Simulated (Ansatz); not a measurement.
Data:

```
TiAl
1.0
    2.90447     0.00000     0.00000
    0.00000     2.90447     0.00000
    0.00000     0.00000     4.18640
Al Ti
1 1
Direct
  0.50000   0.50000   0.50000
  0.00000   0.00000   0.00000
```

No spin polarisation.

Level of theory: PBE (Ansatz, an electronic-structure program, PAW, scalar-relativistic without spin-orbit coupling). k-mesh 16×16×12 (Γ-centred); smearing 0.05 eV (Fermi–Dirac).

What band gap does the calculation give?

Zero.

What pressure (mean of the normal stresses, compression positive) does the calculation give?

-8.1 GPa.

What is the computed space group?

P4/mmm (No. 123).

The cells carry an imposed strain or load. Whether these cells are dynamically stable was not tested. All final runs are without spin polarisation. The cell was made from TiAl (space group P4/mmm, No. 123) by this change: isotropic strain +2.84 %.
